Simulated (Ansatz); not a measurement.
# InSe, pressure series

The reference is InSe (space group R3m, No. 160; layered, stacked along the Cartesian z axis).

```xyz
4
Lattice="2.0098 1.1604 8.4156 -2.0098 1.1604 8.4156 0.0000 -2.3207 8.4156" Properties=species:S:1:pos:R:3 pbc="T T T"
In     0.0000     0.0000    22.4374
In     0.0000     0.0000    25.2235
Se     0.0000     0.0000     9.6592
Se     0.0000     0.0000     4.3400
```

Cell and atoms are relaxed at each pressure.

Method: r2SCAN+rVV10/PAW in Ansatz (an electronic-structure program), spin-orbit coupling left out, earlier PAW set.

```json
[
 {"change": "base", "shortest interatomic distance": "2.644 Å", "density": "5.47 g/cm³", "band gap": "0.80 eV", "c/a ratio": "6.281"},
 {"change": "pressure 3 GPa", "shortest interatomic distance": "2.612 Å", "density": "5.93 g/cm³", "band gap": "0.90 eV", "c/a ratio": "6.141"},
 {"change": "pressure 30 GPa", "shortest interatomic distance": "2.475 Å", "density": "7.92 g/cm³", "band gap": "0.32 eV", "c/a ratio": "6.413"},
 {"change": "pressure 50 GPa", "shortest interatomic distance": "2.434 Å", "density": "8.91 g/cm³", "band gap": "zero", "c/a ratio": "6.737"}
]
```

The mesh was chosen for an insulator and is coarse for the gapless case. Load acts through the strain it causes; cell and atoms are relaxed under it. Whether these cells are dynamically stable was not tested. Competing high-pressure phases were not computed. All final runs are without spin polarisation. A zero or small gap of InSe under pressure 50 GPa can be the functional's error rather than a property of the material.
